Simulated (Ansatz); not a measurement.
Input:

```yaml
crystal:
  lattice:
    - [0.00000, 2.21260, 2.21260]
    - [2.21260, 0.00000, 2.21260]
    - [2.21260, 2.21260, 0.00000]
  atoms:
    - { symbol: Al, position: [0.00000, 0.00000, 0.00000] }
    - { symbol: N, position: [0.25000, 0.25000, 0.25000] }
```

No spin polarisation.

Method: Ansatz (a program for electronic structure) PBE, no spin-orbit coupling. k-mesh 13×13×13 (Γ-centred); smearing 0.05 eV (Fermi–Dirac).

**Question.** Predict the gap character, width of the top valence band, band gap and hole mass.

**Answer.** The gap character is indirect, Γ → X, the width of the top valence band comes out as 2.60 eV and the band gap is 3.30 eV. The hole mass (degenerate bands, along [100]) comes out as 0.30, 1.5, 1.5 mₑ (at Γ).

The cells carry an imposed strain or load. Effective masses come from finite differences of ±0.01 Å⁻¹. Stability against distortions was not tested. The cell was made from AlN in the zinc blende structure (space group F-43m, No. 216) by this change: isotropic strain +0.50 %. This is not the structure that AlN has at room temperature and ambient pressure.
